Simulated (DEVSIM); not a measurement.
Device: illuminated Si p-on-n cell, one wavelength, at 300 K.

Layer 1 from the left is Si, thickness (μm) 0.280, Na (cm⁻³) 2.4e18, τn (s) 2.1e-8, τp (s) 3.1e-7, absorption coefficient (cm⁻¹) 2800. Layer 2 from the left is Si, thickness (μm) 140, Nd (cm⁻³) 4e16, τn (s) 3.8e-7, τp (s) 3.8e-7, absorption coefficient (cm⁻¹) 2800.

Left contact: ohmic, minority electron recombination velocity 2e6 cm/s. Right contact: ohmic, minority hole recombination velocity 2000 cm/s. Voltage is applied to the left contact. Recombination: SRH at mid-gap, radiative, Auger. Light enters at the left, 2.2e18 photons cm⁻² s⁻¹, one pass, no reflection. Mobility is μmin + (μ − μmin)/(1 + (N/Nref)^α).

This is a model device: material constants are rounded textbook-type values typed into the input, and sizes, dopings and lifetimes were drawn at random. Values at 300 K.

Si: gap (eV) 1.124, affinity (eV) 4.05, permittivity 11.7, Nc (cm⁻³) 2.86e19, Nv (cm⁻³) 3.1e19, μn (cm²/Vs) 1417, μp (cm²/Vs) 470, μn,min 52, μp,min 45, Nref,n 9.7e16, Nref,p 2.2e17, αn 0.68, αp 0.72, B (cm³/s) 4.7e-15, Cn (cm⁶/s) 2.8e-31, Cp (cm⁶/s) 9.9e-32.

DEVSIM, 1D drift-diffusion, Boltzmann statistics, complete ionisation; no tunnelling, impact ionisation, image-force lowering or self-heating.

Dark forward current:

| |V| (V) | |J| (A/cm²) |
|---|---|
| 0.05 | 5.258e-9 |
| 0.10 | 1.867e-8 |
| 0.15 | 5.565e-8 |
| 0.20 | 1.619e-7 |
| 0.25 | 4.866e-7 |
| 0.30 | 1.597e-6 |
| 0.35 | 6.123e-6 |
| 0.40 | 2.859e-5 |
| 0.45 | 0.0001590 |
| 0.50 | 0.0009895 |
| 0.55 | 0.006522 |
| 0.60 | 0.04402 |
| 0.65 | 0.2947 |
| 0.70 | 1.771 |
| 0.75 | 7.401 |
| 0.80 | 19.18 |
| 0.85 | 36.24 |
| 0.90 | 57.55 |
| 0.95 | 82.78 |
| 1.00 | 112.1 |
| 1.05 | 145.9 |
| 1.10 | 184.8 |
| 1.15 | 229.6 |
| 1.20 | 281.0 |
| 1.25 | 339.5 |
| 1.30 | 405.7 |

Problem. Work out the local ideality factor n = ΔV / (kT/q · ln(J2/J1)) between the rows 0.15 and 0.20 V, 0.55 and 0.60 V, 1.25 and 1.30 V.

Solution. kT/q = 25.85 mV. From 0.15 to 0.20 V: ln(1.619e-7/5.565e-8) = 1.068, n = 1.81. From 0.55 to 0.60 V: ln(0.04402/0.006522) = 1.909, n = 1.01, near the 1 of diffusion or emission over a barrier. From 1.25 to 1.30 V: ln(405.7/339.5) = 0.178, n = 10.86.

Problem. What current could the absorbed light give at most, and what share is collected?

Solution. Σ αd = 39.3, so qΦ(1 − exp(−Σ αd)) = 352 mA/cm². The simulated short-circuit current is 291.5 mA/cm², a share of 0.83.

Problem. Estimate the open-circuit voltage by superposition: the voltage at which the dark current equals that short-circuit current.

Solution. Interpolating ln J in the table gives 0.650 V. The simulation gives 0.649 V, the same within the digits that matter. Superposition holds where collection doesn't change with voltage.

Problem. Estimate the fill factor from FF0 = (v − ln(v + 0.72))/(v + 1), v = qVoc/(nkT), with n from the dark curve.

Solution. The rows about Voc, 0.60 and 0.65 V, give n = 1.02, so v = 24.7 and FF0 = 0.835. The simulation gives 0.831, the same within the digits that matter.
